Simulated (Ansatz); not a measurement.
Step by step: formation energy of TiAl (P4/mmm) from the elements

Consider the formation energy of TiAl (P4/mmm) from the elements. Reaction: Ti (hcp) + Al (fcc) → TiAl (P4/mmm). Negative: the products are lower in energy. The value is per atom of the solid.

TiAl (P4/mmm), 2 atoms in the cell; spin state with PBE: run without spin. Conventional cell: a = b = 2.824 Å, c = 4.074 Å, α = β = γ = 90.00°.

Setting: static, neutral cells in Ansatz (PAW) whose structures rest at the PBE level. Ansatz (a quantum-chemistry and plane-wave program) runs with its PAW set soft_1. Other levels take these structures. The lattices are those relaxed with PBE, so at other levels the solids can be strained, which adds to the spread. A dispersion term (D3(BJ), or D4 for r2SCAN) was computed beside these levels and is taken off wherever the name lacks it.

Total energies of the cells in eV, at zero smearing width. They compare only within one column; the weights balance every element.

```json
[
 {"cell": "TiAl (P4/mmm)", "atoms": "2", "weight": "+2", "r2SCAN": "-3045.68912", "PBEsol": "-2999.26081"},
 {"cell": "Ti (hcp)", "atoms": "2", "weight": "−1", "r2SCAN": "-5008.74349", "PBEsol": "-4947.77763"},
 {"cell": "Al (fcc)", "atoms": "1", "weight": "−2", "r2SCAN": "-540.40807", "PBEsol": "-524.54858"}
]
```

r2SCAN: 2 × (-3045.68912) − (-5008.74349) − 2 × (-540.40807) = -1.819 eV; dividing by 4 atoms gives -0.45 eV/atom.

PBEsol: 2 × (-2999.26081) − (-4947.77763) − 2 × (-524.54858) = -1.647 eV; dividing by 4 atoms gives -0.41 eV/atom.

What follows from the r2SCAN value: A formula unit of TiAl has 2 atoms, so it forms with -0.4547 × 2 = -0.909 eV, or -87.7 kJ/mol at 96.485 kJ/mol per eV.
